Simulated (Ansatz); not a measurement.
**Element substitutions in TiC**

The reference is TiC in the rock salt structure (space group Fm-3m, No. 225; a = 4.333 Å).

Each row replaces one element on all its sites; cell and atoms are relaxed.

Levels (all Ansatz, a first-principles code, PAW, earlier PAW set): PBE (420 eV, no spin-orbit coupling); r2SCAN (500 eV, no spin-orbit coupling).

The base cell above is that of PBE; each level relaxes its own structures.

```csv
case,"lattice parameter a, PBE","lattice parameter a, r2SCAN"
C → Pb,5.720 Å,___
Ti → Hf,4.652 Å,___
C → Ge,5.194 Å,5.175 Å
```

Task: What belongs in the blanks?

Result: 
- C → Pb, lattice parameter a, r2SCAN: 5.687 Å
- Ti → Hf, lattice parameter a, r2SCAN: 4.641 Å

PBE lies above r2SCAN in every row, by 0.011 Å to 0.033 Å. They put the cases in the same order.

Stability against distortions was not tested. As relaxed here, TiPb and TiGe are hypothetical phases, not in the database extracts checked. All final runs are without spin polarisation.
